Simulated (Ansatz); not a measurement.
A self-consistent single point of LuSI (P-6m2, 3 atoms in the cell) with Ansatz (a quantum-chemistry and plane-wave program).

Computed with HSE06 (plane waves, PAW; Ansatz).

```xyz
3
Lattice="4.5271 0.0000 0.0000 -2.2635 3.9206 0.0000 0.0000 0.0000 5.1965" Properties=species:S:1:pos:R:3 pbc="T T T"
Lu     0.0000     0.0000     0.0000
S      0.0000     2.6137     0.0000
I      2.2635     1.3069     2.5982
```

Reference input (self-consistent single point, DFT, HSE06, plane waves, default PAW files made with PBE): basis.ecutwfc = 30.9 Ry; kpoints.mp_grid.grid = 5 5 4; hamiltonian.xc = hse06; hamiltonian.pseudopotentials = {kind: paw} (the program's default PAW files); scf.occupations.method = fixed. This run's input differs from it in these lines:

```diff
@@ -21,2 +21,4 @@
     method: fixed
+  mixing:
+    preconditioner: ldos
 output:
```

Output, abridged:

```
Error: inconsistent input (scf.mixing.preconditioner, scf.occupations.method): ldos needs the smeared local DOS at the Fermi level to build its model. With no smearing kernel (method: fixed, a smearing width below the step floor, tetrahedron integration, or explicit occupations) the LDOS field is never tabulated. Use a smearing scheme with a finite width, or preconditioner: auto
```

The program stopped before any SCF iteration. 

The starting cell comes from a database of computed structures (which also holds hypothetical and non-ambient phases and stackings), without a prior relaxation at this level. Its lattice was rescaled by a random factor within 2.5 % of one. Spin-orbit coupling is off.

Keys are those of Ansatz 0.2.
